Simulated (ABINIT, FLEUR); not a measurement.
A FLEUR input for a self-consistent single point of Na2AlGe2 (P4/mmm, 5 atoms in the cell) (DFT, PBEsol, all-electron FLAPW (FLEUR), scalar-relativistic valence):

Input of the input generator:

```
Na2AlGe2 FLAPW
&input film=f /
1.0000000000 0.0000000000 0.0000000000
0.0000000000 1.0000000000 0.0000000000
0.0000000000 0.0000000000 4.8723957508
5.5450063600
1.0 1.0 1.0

5
11 0.5000000000 0.5000000000 0.6104500000
11 0.5000000000 0.5000000000 0.3895500000
13 0.5000000000 0.5000000000 -0.0000000000
32 0.5000000000 0.5000000000 0.1830300000
32 0.5000000000 0.5000000000 0.8169700000

&comp jspins=1 /
&exco xctyp='PBEs' /
&kpt div1=8 div2=8 div3=2 gamma=t /
&end /
```

```xml
<?xml version="1.0" encoding="UTF-8" standalone="no"?>
<fleurInput fleurInputVersion="0.39">
   <comment>
      Na2AlGe2 FLAPW                                                                                      
   </comment>
   <calculationSetup>
      <cutoffs Kmax="4.4" Gmax="17.6" GmaxXC="17.6" numbands="0"/>
      <scfLoop itmax="100" minDistance="0.00001" maxIterBroyd="99" imix="Anderson" alpha="0.05" precondParam="0.0" spinf="2.0"/>
      <coreElectrons ctail="T" frcor="F" kcrel="0" coretail_lmax="0"/>
      <xcFunctional name="PBEs" relativisticCorrections="F"/>
      <magnetism jspins="1"/>
      <soc l_soc="F" theta="0.0" phi="0.0" spav="F"/>
      <expertModes spex="0" secvar="F"/>
      <geometryOptimization l_f="T" forcealpha="1.0" forcemix="BFGS" epsdisp="0.00001" epsforce="0.00001"/>
      <ldaU l_linMix="F" mixParam="0.05" spinf="1.0"/>
   </calculationSetup>
   <cell>
      <bzIntegration valenceElectrons="49.0" mode="gauss" fermiSmearingEnergy="0.00183747">
         <kPointListSelection listName="default-1"/>
         <!-- k-points included here -->
         <xi:include xmlns:xi="http://www.w3.org/2001/XInclude" href="kpts.xml"> </xi:include>
      </bzIntegration>
      <!-- symmetry operations included here -->
      <xi:include xmlns:xi="http://www.w3.org/2001/XInclude" href="sym.xml"> </xi:include>
      <bulkLattice scale="1.0">
         <bravaisMatrix>
            <row-1>    5.5450063600000004     0.0000000000000000     0.0000000000000000</row-1>
            <row-2>    0.0000000000000000     5.5450063600000004     0.0000000000000000</row-2>
            <row-3>    0.0000000000000000     0.0000000000000000    27.0174654266229766</row-3>
         </bravaisMatrix>
      </bulkLattice>
   </cell>
   <atomSpecies>
      <species name="Sodium (Na)" element="Na" atomicNumber="11">
         <mtSphere radius="2.59" gridPoints="893" logIncrement="0.013"/>
         <atomicCutoffs lmax="10" lnonsphr="8"/>
         <electronConfig flipSpins="F">
            <coreConfig>(1s1/2)</coreConfig>
            <valenceConfig>(2s1/2) (2p1/2) (2p3/2) (3s1/2)</valenceConfig>
            <stateOccupation state="(3s1/2)" spinUp="0.5" spinDown="0.5"/>
         </electronConfig>
         <energyParameters s="3" p="3" d="3" f="4"/>
         <lo type="SCLO" l="0" n="2" eDeriv="0"/>
         <lo type="SCLO" l="1" n="2" eDeriv="0"/>
      </species>
      <species name="Aluminum (Al)" element="Al" atomicNumber="13">
         <mtSphere radius="1.82" gridPoints="629" logIncrement="0.018"/>
         <atomicCutoffs lmax="8" lnonsphr="6"/>
         <electronConfig flipSpins="F">
            <coreConfig>(1s1/2) (2s1/2) (2p1/2) (2p3/2)</coreConfig>
            <valenceConfig>(3s1/2) (3p1/2) (3p3/2)</valenceConfig>
            <stateOccupation state="(3p1/2)" spinUp="0.1666666666667" spinDown="0.1666666666667"/>
            <stateOccupation state="(3p3/2)" spinUp="0.3333333333333" spinDown="0.3333333333333"/>
         </electronConfig>
         <energyParameters s="3" p="3" d="3" f="4"/>
      </species>
      <species name="Germanium (Ge)" element="Ge" atomicNumber="32">
         <mtSphere radius="2.59" gridPoints="893" logIncrement="0.014"/>
         <atomicCutoffs lmax="10" lnonsphr="8"/>
         <electronConfig flipSpins="F">
            <coreConfig>(1s1/2) (2s1/2) (2p1/2) (2p3/2) (3s1/2) (3p1/2) (3p3/2)</coreConfig>
            <valenceConfig>(4s1/2) (3d3/2) (3d5/2) (4p1/2) (4p3/2)</valenceConfig>
            <stateOccupation state="(4p1/2)" spinUp="0.3333333333333" spinDown="0.3333333333333"/>
            <stateOccupation state="(4p3/2)" spinUp="0.6666666666667" spinDown="0.6666666666667"/>
         </electronConfig>
         <energyParameters s="4" p="4" d="3" f="4"/>
         <lo type="HELO" l="2" n="4" eDeriv="0"/>
      </species>
   </atomSpecies>
   <atomGroups>
      <atomGroup species="Sodium (Na)">
         <relPos label="                   1">1.000/2.000 1.000/2.000 -.3895500000</relPos>
         <relPos label="                   2">1.000/2.000 1.000/2.000 .3895500000</relPos>
         <force calculate="T" relaxXYZ="TTT"/>
      </atomGroup>
      <atomGroup species="Aluminum (Al)">
         <relPos label="                   3">1.000/2.000 1.000/2.000 .0000000000</relPos>
         <force calculate="T" relaxXYZ="TTT"/>
      </atomGroup>
      <atomGroup species="Germanium (Ge)">
         <relPos label="                   4">1.000/2.000 1.000/2.000 .1830300000</relPos>
         <relPos label="                   5">1.000/2.000 1.000/2.000 -.1830300000</relPos>
         <force calculate="T" relaxXYZ="TTT"/>
      </atomGroup>
   </atomGroups>
   <output dos="F" band="F" slice="F">
      <checks vchk="F" cdinf="F"/>
      <bandDOS minEnergy="-.5*Htr" maxEnergy="0.5*Htr" sigma="0.015" storeEVData="T"/>
      <vacuumDOS vacdos="F" integ="F" star="F" nstars="0" locx1="0.0" locy1="0.0" locx2="0.0" locy2="0.0" nstm="0" tworkf="0.0"/>
      <unfoldingBand unfoldBand="F" supercellX="1" supercellY="1" supercellZ="1"/>
      <plotting iplot="0" polar="F">
         <plot TwoD="T" vec1="  1.0  0.0  0.0" vec2="  0.0  1.0  0.0" vec3="  0.0  0.0  1.0" zero="  0.0  0.0  0.0" file="plot"/>
      </plotting>
      <chargeDensitySlicing numkpt="0" minEigenval="0.0" maxEigenval="0.0" nnne="0" pallst="F"/>
      <specialOutput eonly="F"/>
      <magneticCircularDichroism mcd="F" energyLo="-10.0" energyUp="0.0"/>
   </output>
  <!-- We include the file relax.xml here to enable relaxations (see documentation) -->
  <xi:include xmlns:xi="http://www.w3.org/2001/XInclude" href="relax.xml"> <xi:fallback/> </xi:include>
</fleurInput>
```

Q: Write the same calculation as an input for ABINIT.

A: This is the input that was run; spellings and numerical settings could be chosen otherwise.

```
# Na2AlGe2, PseudoDojo nc-sr-04 PBEsol standard
pp_dirpath "./"
pseudos "Na.upf, Al.upf, Ge.upf"
acell 5.5450063600 5.5450063600 27.0174654264
rprim
         1.0000000000    0.0000000000    0.0000000000
         0.0000000000    1.0000000000    0.0000000000
         0.0000000000    0.0000000000    1.0000000000
natom 5
ntypat 3
znucl 11 13 32
typat 1 1 2 3 3
xcart
         2.7725031800    2.7725031800   16.4928117695
         2.7725031800    2.7725031800   10.5246536568
         2.7725031800    2.7725031800    0.0000000000
         2.7725031800    2.7725031800    4.9450066970
         2.7725031800    2.7725031800   22.0724587294
ecut 44
occopt 7
tsmear 0.00183747
nband 33
kptopt 1
ngkpt 8 8 2
nshiftk 1
shiftk 0 0 0
nstep 100
tolvrs 1.0e-12
prtwf 0
prtden 0
enunit 2
```

Basis settings and potentials, where a program has them, do not carry over. This input uses DFT, PBEsol, plane waves, norm-conserving pseudopotentials (PseudoDojo nc-sr-04 PBEsol standard).

The starting cell comes from a database of computed structures (which also holds hypothetical and non-ambient phases and stackings), without a prior relaxation at this level. Its lattice was rescaled by a random factor within 2.5 % of one.
